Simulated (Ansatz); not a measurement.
## GaN, pressure series

Start from GaN in the wurtzite structure (space group P6_3mc, No. 186; a = 3.183 Å, c = 5.184 Å).

Cell and atoms are relaxed at each pressure.

Calculations: plane-wave PAW DFT at the r2SCAN level (Ansatz, a program for electronic structure, 500 eV), spin-orbit coupling left out, earlier PAW set.

| pressure (GPa) | volume per atom (Å³/atom) |
|---|---|
| -2 | 11.492 |
| -1 | ? |
| 0 | 11.373 |
| 3 | 11.206 |
| 7 | 11.002 |
| 15 | 10.644 |
| 30 | 10.101 |
| 50 | 9.543 |
| 100 | 8.586 |

Problem. Fit the third-order Birch–Murnaghan form P(V) = (3B₀/2)[(V₀/V)^(7/3) − (V₀/V)^(5/3)]·[1 + (3/4)(B₀′ − 4)((V₀/V)^(2/3) − 1)] (squares taken in P) to the rows shown and predict the withheld row.

Solution. Least squares on the printed values gives V₀ = 11.373 Å³/atom, B₀ = 198 GPa, B₀′ = 4.2; this predicts 11.431 Å³/atom, and the run gives 11.432 Å³/atom, in agreement.

Load acts through the strain it causes; cell and atoms are relaxed under it. No phonon test of stability was made. Measured, GaN leaves this structure (for rock salt) near 47 GPa (temperature not stated; as listed in Datta, Sujoy, Jana, Debnarayan, arXiv (2020)), on rising pressure, with hysteresis.
